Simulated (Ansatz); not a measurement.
Take CdS in the zinc blende structure (space group F-43m, No. 216) as the base.

```
CdS
1.0
    0.00000     2.87831     2.87831
    2.87831     0.00000     2.87831
    2.87831     2.87831     0.00000
Cd S
1 1
Direct
  0.00000   0.00000   0.00000
  0.25000   0.25000   0.25000
```

Cartesian axes are those of the cell as printed.

Calculations: LDA/PAW in Ansatz (a quantum-chemistry and plane-wave program), spin-orbit coupling left out.

Base values:

The volume per atom comes out as 23.85 Å³ and the valence-band top at Γ comes out as 0.00, 0.00, 0.00 eV.

The change: biaxial strain −0.50 %, plane normal [001], relaxed out of plane (Cartesian); in-plane vectors clamped, the third vector and the atoms free.

Q: What does the calculation give for the energy relative to the base after the change?

A: The energy stays essentially unchanged.

Q: What happens to the volume per atom?

A: The volume per atom decreases by 0.062 Å³, from 23.85 Å³ to 23.78 Å³.

Q: What happens to the valence-band top at Γ?

A: The valence-band top at Γ (three highest levels, from the VBM) changes from 0.00, 0.00, 0.00 eV to 0.00, 0.00, -0.04 eV.

The levels and masses belong to the bands next to the band gap. Stability against distortions was not tested.
